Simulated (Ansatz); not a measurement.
The starting structures come from a database of crystals and need not be the phases stable at ambient conditions.

 Where the default PAW files enter, the runs use the earlier of Ansatz's two default sets.

By PBEsol, the system below comes out a metal.

A figure of merit of an interconnect metal is its ballistic conductance per area.

Data:

```
CELL_PARAMETERS angstrom
      4.85884     0.00000     0.00000
      0.00000     4.85884     0.00000
      0.00000     0.00000     5.17545
ATOMIC_POSITIONS crystal
  In 0.00000 0.50000 0.50486
  In 0.50000 0.00000 0.49514
  Bi 0.50000 0.50000 0.00000
  Bi 0.00000 0.00000 0.00000
```

Space group of this cell: P4/nmm. The cell is taken as given; by PBEsol its mean pressure is -2.6 GPa.

The current flows along the normal of the first two printed cell vectors, the (001) plane of the conventional cell. No spin-orbit coupling; the value is a mean over 0.1 eV about the Fermi level.

### Question
Compute, with Ansatz (a program for electronic structure) with PBEsol, the ballistic conductance per area.

### Answer
0.60 × 10¹⁵ S/m² for both spins.
